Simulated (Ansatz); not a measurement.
Defect: O vacancy in beta Ga2O3 strained by +1.5 % along x and y, z held, charge state +2. These are PBE, PAW (plane waves to 420 eV; Ansatz, an electronic-structure program) values and carry that method's errors.

Settings: 120 host sites, the strained lattice (strain from the relaxed PBE one, atoms relaxed), the Γ point alone, smearing 0.01 eV, spin-restricted, no image-charge correction. Static, classical nuclei. The charge state is imposed; whether it is stable for some Fermi level was not computed. Forms of the defect that were not tried may lie lower. The start lies 0.23 eV above the lowest site run (PBE).

Barriers: single points on a 2×2×2 k-point mesh shifted by half a step at the bands' geometries (they differ from the bands' own by up to 0.10 eV, and are uncertain by about as much).

Relaxed starting cell (atoms counted from 1):

```xyz
119
Lattice="12.6418 0.0000 0.0000 0.0000 9.3890 0.0000 -2.8245 0.0000 11.4204" Properties=species:S:1:pos:R:3 pbc="T T T"
Ga    -0.0211    -0.0028     4.4630
Ga    -1.7066    -0.0010     9.4086
Ga    -0.0590     3.1429     4.5710
Ga    -1.3888     3.1155    10.2657
Ga    -0.0591     6.2404     4.5706
Ga    -1.3890     6.2703    10.2652
Ga     4.9165     1.5605     1.1576
Ga     3.5230     1.5563     6.8744
Ga     4.9096     4.6928     1.1978
Ga     3.5138     4.6912     6.9537
Ga     4.9166     7.8249     1.1572
Ga     3.5230     7.8263     6.8747
Ga     1.4939     1.7451     2.0228
Ga     0.2156     1.5529     7.4301
Ga     1.5750     4.6931     1.7980
Ga     0.1196     4.6916     7.5651
Ga     1.4950     7.6400     2.0223
Ga     0.2149     7.8297     7.4303
Ga     3.4303    -0.0030     3.8683
Ga     1.9839    -0.0021     9.6087
Ga     3.4004     3.1573     3.9907
Ga     1.9340     3.1322     9.6419
Ga     3.4003     6.2248     3.9917
Ga     1.9339     6.2530     9.6409
O      0.5083    -0.0033     6.2379
O      1.8719     3.1067     0.6710
O      0.4341     3.1402     6.3525
O      1.8726     6.2785     0.6706
O      0.4347     6.2427     6.3519
O      3.0633     1.5472     5.0493
O      1.6019     1.5395    10.7760
O      3.0599     4.6909     5.1392
O      1.6010     4.6927    10.8176
O      3.0634     7.8351     5.0495
O      1.6017     7.8454    10.7757
O      1.3688    -0.0022     3.0809
O      0.0197    -0.0023     8.8075
O      1.4053     3.1675     3.3257
O     -0.0038     3.1153     8.9656
O      1.4058     6.2168     3.3251
O     -0.0039     6.2693     8.9649
O      3.4517     1.5083     2.4121
O      2.1027     1.5525     8.1543
O      3.4951     4.6923     2.5119
O      2.0776     4.6919     8.2050
O      3.4519     7.8781     2.4115
O      2.1026     7.8306     8.1546
O      5.8981    -0.0018     1.4671
O      4.5091    -0.0032     7.1641
O      5.8859     3.1224     1.4832
O      4.5051     3.1195     7.1813
O      5.8857     6.2630     1.4836
O      4.5051     6.2631     7.1811
O     -0.9897     1.5672     4.2027
O     -2.4281     1.5516    10.0214
O     -1.0248     4.6916     4.2372
O     -2.3780     4.6927     9.9970
O     -0.9896     7.8161     4.2019
O     -2.4272     7.8342    10.0197
Ga     6.3521     1.5613     4.5270
Ga     4.8959     1.5693    10.2262
Ga     6.3393     4.6912     4.5354
Ga     4.9014     4.6925    10.2353
Ga     6.3519     7.8211     4.5270
Ga     4.8955     7.8157    10.2259
Ga    11.2533    -0.0021     1.1636
Ga     9.7505    -0.0036     6.7742
Ga    11.2474     3.1338     1.1929
Ga     9.8325     3.1109     6.9208
Ga    11.2478     6.2515     1.1928
Ga     9.8322     6.2713     6.9205
Ga     7.8766    -0.0021     1.7624
Ga     6.4609    -0.0032     7.5007
Ga     7.8683     3.1246     1.7791
Ga     6.4743     3.1311     7.5018
Ga     7.8685     6.2605     1.7790
Ga     6.4742     6.2515     7.5020
Ga     9.6731     1.5799     3.8614
Ga     8.2104     1.5861     9.6492
Ga     9.6538     4.6914     3.9452
Ga     8.2826     4.6926     9.6334
Ga     9.6729     7.8032     3.8614
Ga     8.2103     7.7992     9.6487
O      8.1775     1.5670     0.6110
O      6.8060     1.5571     6.3384
O      8.1680     4.6926     0.6293
O      6.7974     4.6912     6.3400
O      8.1772     7.8181     0.6106
O      6.8061     7.8254     6.3384
O      9.3473    -0.0031     5.0012
O      7.9383    -0.0020    10.7923
O      9.4017     3.1047     5.1032
O      7.9595     3.1366    10.8145
O      9.4013     6.2780     5.1028
O      7.9602     6.2490    10.8144
O      7.7390     1.5714     3.2181
O      6.3185     1.5570     8.9460
O      7.7475     4.6916     3.2503
O      6.3233     4.6923     8.9553
O      7.7389     7.8119     3.2179
O      6.3183     7.8271     8.9458
O      9.8419    -0.0024     2.4330
O      8.4659    -0.0030     8.1934
O      9.8343     3.1189     2.4649
O      8.4195     3.1229     8.2041
O      9.8342     6.2656     2.4644
O      8.4196     6.2603     8.2041
O     12.2839     1.5546     1.4472
O     10.8090     1.5014     7.2514
O     12.2515     4.6926     1.5039
O     10.8074     4.6912     7.2120
O     12.2845     7.8305     1.4463
O     10.8092     7.8804     7.2495
O      5.3632    -0.0032     4.2197
O      3.9220    -0.0019     9.9266
O      5.3464     3.1236     4.2391
O      3.8998     3.1300     9.9424
O      5.3463     6.2589     4.2393
O      3.8998     6.2548     9.9421
```
Cell charge +2.

End state 1 differs by these moves (Å; atoms that move under 0.08 Å are left out):

```json
[
 {"atom": "1", "element": "Ga", "Δx": "-0.85", "Δy": "0.00", "Δz": "0.60"},
 {"atom": "2", "element": "Ga", "Δx": "0.28", "Δy": "0.00", "Δz": "0.88"},
 {"atom": "3", "element": "Ga", "Δx": "0.09", "Δy": "-0.03", "Δz": "-0.05"},
 {"atom": "4", "element": "Ga", "Δx": "-0.04", "Δy": "0.02", "Δz": "-0.09"},
 {"atom": "5", "element": "Ga", "Δx": "0.09", "Δy": "0.03", "Δz": "-0.05"},
 {"atom": "6", "element": "Ga", "Δx": "-0.04", "Δy": "-0.03", "Δz": "-0.09"},
 {"atom": "13", "element": "Ga", "Δx": "0.11", "Δy": "-0.03", "Δz": "-0.37"},
 {"atom": "14", "element": "Ga", "Δx": "-0.06", "Δy": "0.03", "Δz": "0.14"},
 {"atom": "16", "element": "Ga", "Δx": "0.05", "Δy": "0.00", "Δz": "-0.11"},
 {"atom": "17", "element": "Ga", "Δx": "0.11", "Δy": "0.03", "Δz": "-0.37"},
 {"atom": "18", "element": "Ga", "Δx": "-0.06", "Δy": "-0.03", "Δz": "0.14"},
 {"atom": "19", "element": "Ga", "Δx": "0.18", "Δy": "0.00", "Δz": "0.11"},
 {"atom": "25", "element": "O", "Δx": "-0.15", "Δy": "0.00", "Δz": "0.17"},
 {"atom": "26", "element": "O", "Δx": "0.07", "Δy": "0.08", "Δz": "-0.12"},
 {"atom": "28", "element": "O", "Δx": "0.07", "Δy": "-0.08", "Δz": "-0.12"},
 {"atom": "36", "element": "O", "Δx": "0.43", "Δy": "0.00", "Δz": "-2.34"},
 {"atom": "37", "element": "O", "Δx": "-0.03", "Δy": "0.00", "Δz": "0.22"},
 {"atom": "38", "element": "O", "Δx": "0.03", "Δy": "-0.07", "Δz": "-0.12"},
 {"atom": "40", "element": "O", "Δx": "0.03", "Δy": "0.07", "Δz": "-0.12"},
 {"atom": "57", "element": "O", "Δx": "-0.04", "Δy": "0.00", "Δz": "-0.08"},
 {"atom": "66", "element": "Ga", "Δx": "0.04", "Δy": "0.00", "Δz": "0.07"},
 {"atom": "67", "element": "Ga", "Δx": "0.03", "Δy": "0.00", "Δz": "0.30"},
 {"atom": "90", "element": "O", "Δx": "0.38", "Δy": "0.00", "Δz": "0.14"},
 {"atom": "103", "element": "O", "Δx": "-0.09", "Δy": "0.00", "Δz": "0.07"},
 {"atom": "109", "element": "O", "Δx": "0.00", "Δy": "0.06", "Δz": "-0.05"},
 {"atom": "114", "element": "O", "Δx": "0.10", "Δy": "0.00", "Δz": "0.05"}
]
```

Question: What is the computed forward and backward barriers to end state 1 (PBE, PAW)?

Answer: forward 1.15 eV, backward 1.38 eV; at the saddle point atom 36 has neighbours 2 Ga at 1.79 Å. The saddle point's order was not checked, and it lies on a symmetry element of the cell, where a band can be held.

End state 2 differs by these moves (Å; atoms that move under 0.08 Å are left out):

```csv
atom,element,Δx,Δy,Δz
2,Ga,0.74,-0.36,0.96
4,Ga,0.42,0.37,0.10
13,Ga,0.07,-0.18,-0.13
15,Ga,-0.03,0.03,0.07
16,Ga,0.03,0.02,-0.11
17,Ga,0.05,0.15,-0.15
22,Ga,0.07,-0.02,-0.06
25,O,-0.08,0.01,0.09
33,O,-0.12,-0.04,-0.03
35,O,-0.12,0.01,0.01
36,O,0.04,0.00,0.17
37,O,0.03,0.02,0.11
38,O,0.01,-0.04,-0.07
40,O,0.00,0.04,-0.07
42,O,0.06,0.05,0.07
46,O,0.05,-0.06,0.07
55,O,1.50,-1.54,2.09
59,O,0.10,0.02,-0.07
61,Ga,-0.07,-0.01,0.04
67,Ga,0.08,0.01,0.15
79,Ga,-0.22,-0.02,-0.06
83,Ga,0.07,0.04,-0.03
90,O,0.05,0.01,0.11
91,O,0.13,0.05,-0.01
93,O,0.11,-0.06,-0.04
95,O,0.09,0.01,-0.03
97,O,-0.11,0.00,0.00
109,O,-0.02,0.06,0.16
```

Question: Give the forward and backward barriers to end state 2 at the level PBE, PAW.

Answer: forward 1.42 eV, backward 0.66 eV; at the saddle point atom 55 has neighbours Ga at 1.73, Ga at 1.93 Å. The saddle point's order was not checked.
